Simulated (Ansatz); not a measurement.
Relaxation of the outer planes of the (100) surface of bcc Nb in its 1x1 cell, outermost plane spacing 1.66 Å in the ideal cut.

Level of theory: PBE (plane waves to 420 eV, PAW; Ansatz, a first-principles code).

Set-up: 7 atoms, 9.9 Å thick at the start (thin: gaps and levels are the slab's own); mesh 11x11x1; 0.1 eV smearing; dipole correction on; all atoms relaxed; symmetry of the start imposed; no spin, no spin-orbit, no U.

```csv
plane,atoms,bulk spacing to the next (Å),relaxed spacing (Å),change (%),rumpling (Å)
1,Nb,1.655,…,…,0.00
2,Nb,1.655,1.669,0.8,0.00
```

Problem. Complete the blanks.

Solution. 
- 1, relaxed spacing (Å): 1.454
- 1, change (%): -12.2
